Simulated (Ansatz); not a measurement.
**Pressure series in Rb3Sb**

The reference is Rb3Sb (space group P6_3/mmc, No. 194; a = 6.284 Å, c = 11.121 Å; a cell from a computed database, its experimental status unchecked).

Cell and atoms are relaxed at each pressure.

All numbers come from Kohn–Sham DFT with the PBEsol functional, run in Ansatz (a program for electronic structure) with PAW and 420 eV plane waves, spin-orbit coupling left out.

Notes on the quantities. enthalpy: H = E + PV relative to the base's energy.

```
variant                 enthalpy     density  c/a ratio
----------------  --------------  ----------  ---------
base                           –  3.30 g/cm³      1.770
pressure −1 GPa    -0.31 eV/atom  2.94 g/cm³      1.774
pressure 50 GPa    +8.62 eV/atom  7.47 g/cm³      1.794
pressure 75 GPa   +11.68 eV/atom  8.49 g/cm³      1.811
pressure 100 GPa  +14.43 eV/atom  9.32 g/cm³      1.820
```

Load acts through the strain it causes; cell and atoms are relaxed under it. Stability against distortions was not tested. No other phases were tried under pressure. All final runs are without spin polarisation.
